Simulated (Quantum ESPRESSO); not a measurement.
A working Quantum ESPRESSO input for In2Co (C2/c, 12 atoms in the cell) (DFT, PBEsol, plane waves, PSlibrary ultrasoft (PBE) pseudopotentials):

```fortran
&control
   calculation = 'scf'
   prefix = 'in2co'
   outdir = './tmp'
   pseudo_dir = './'
   tprnfor = .true.
   tstress = .true.
/
&system
   ibrav = 0
   nat = 12
   ntyp = 2
   ecutwfc = 50
   ecutrho = 300
   occupations = 'smearing'
   smearing = 'fd'
   degauss = 0.0099958
   input_dft = 'pbesol'
/
&electrons
   conv_thr = 1.0e-11
/
ATOMIC_SPECIES
In   114.8180  In.pbe-dn-rrkjus_psl.1.0.0.UPF
Co    58.9332  Co.pbe-n-rrkjus_psl.1.0.0.UPF
ATOMIC_POSITIONS bohr
In    3.67468526   -2.24053147    7.24704110
In    1.23336623    2.24053147    9.48166115
In    3.65794248   -2.24053147    1.11731002
In    1.25010901    2.24053147   15.61139223
In    1.24173762   -3.91716236   12.54652669
In    3.66631387    3.91716236    4.18217556
In    1.24173762    8.40594013   12.54652669
In    3.66631387   -8.40594013    4.18217556
Co    6.11265291    2.24645216    8.23554012
Co   -1.20460142   -2.24645216    8.49316213
Co    1.21997483    2.24645216    0.12881101
Co    3.68807666   -2.24645216   16.59989124
K_POINTS automatic
5 5 2  0 0 0
CELL_PARAMETERS angstrom
   2.58164500    -4.74711000     0.00000000
   2.58164500     4.74711000     0.00000000
  -2.56606100     0.00000000     8.85244800
```

The run converged in 17 iterations: free energy E − TS -19348.5662 eV; Fermi level (on the code's own zero) 12.90 eV; pressure -3.37 GPa; largest force (vector length) 0.109 eV/Å. Each of these slips is then made, one at a time:

(1)
```diff
-   degauss = 0.0099958
+   degauss = 0.136
```

(2)
```diff
-/
-&electrons
-   conv_thr = 1.0e-11
```

Q: How does each altered input end?

A: 
(1) An energy in the wrong unit. The run converged in 13 iterations without an error; against the sound input the free energy falls by 3.44 eV/atom, the pressure goes from -3.37 to 19.72 GPa and the largest force goes from 0.109 to 0.967 eV/Å. The full log also holds: “c_bands:  1 eigenvalues not converged” and “c_bands:  2 eigenvalues not converged”.

(2) A required namelist left out. The program stopped before any SCF iteration.
```
Error in routine  read_namelists (1):
bad line in namelist &electrons: "  -2.56606100     0.00000000     8.85244800" (error could be in the previous line)
```

The starting cell comes from a database of computed structures (which also holds hypothetical and non-ambient phases and stackings), without a prior relaxation at this level. Spin polarisation is off. In the base run, with a pressure of about -3 GPa the cell is away from its equilibrium volume at this level. Without a gap this mesh is coarse (it stands for a supercell whose shortest vector is 18 Å).

Left out of this page: 4 runs of the series outside the window shown, repeating another row's setting, or not comparable; 1 run of the series stopped by limits of time or memory.
